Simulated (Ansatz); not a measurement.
# Al2Cu, response to strain

The reference is Al2Cu (space group Fm-3m, No. 225; a cell from a computed database, its experimental status unchecked; relaxed with 0.1 eV smearing).

```
Al2Cu
1.0
    0.00000     2.86788     2.86788
    2.86788     0.00000     2.86788
    2.86788     2.86788     0.00000
Al Cu
2 1
Cartesian
  1.43394   1.43394   1.43394
  4.30182   4.30182   4.30182
  2.86788   2.86788   2.86788
```

Cartesian axes are those of the cell as printed.

Strains are applied to the cell and any free atomic positions relax; under stress the whole cell relaxes.

Method: plane-wave PAW DFT at the r2SCAN level (Ansatz, an electronic-structure program, 500 eV), no spin-orbit coupling, earlier PAW set.

Notes on the quantities. energy relative to the base: free energy F.

```csv
case,shortest interatomic distance,energy relative to the base,space group
base,4.693 bohr,0 meV/atom,Fm-3m (No. 225)
isotropic strain −1.97 %,4.601 bohr,+20 meV/atom,Fm-3m (No. 225)
uniaxial strain ε_zz = +5.10 %,4.775 bohr,+20 meV/atom,I4/mmm (No. 139)
tensor shear ε_xy = −0.37 %,4.687 bohr,+0.2 meV/atom,Immm (No. 71)
"uniaxial stress, 8 GPa tension along z",4.751 bohr,+32 meV/atom,I4/mmm (No. 139)
tensor shear ε_xz = +1.89 %,4.659 bohr,+5.1 meV/atom,Immm (No. 71)
tensor shear ε_yz = +1.32 %,4.669 bohr,+2.5 meV/atom,Immm (No. 71)
"uniaxial stress, 8 GPa tension along x",4.751 bohr,+32 meV/atom,I4/mmm (No. 139)
"uniaxial stress, 1 GPa compression along z",4.689 bohr,+0.3 meV/atom,I4/mmm (No. 139)
"uniaxial stress, 1 GPa tension along z",4.699 bohr,+0.4 meV/atom,I4/mmm (No. 139)
```

Stability under load was not tested beyond the relaxation. The base started in I4/mmm and relaxed to Fm-3m at this level. The final runs are not spin-polarised.
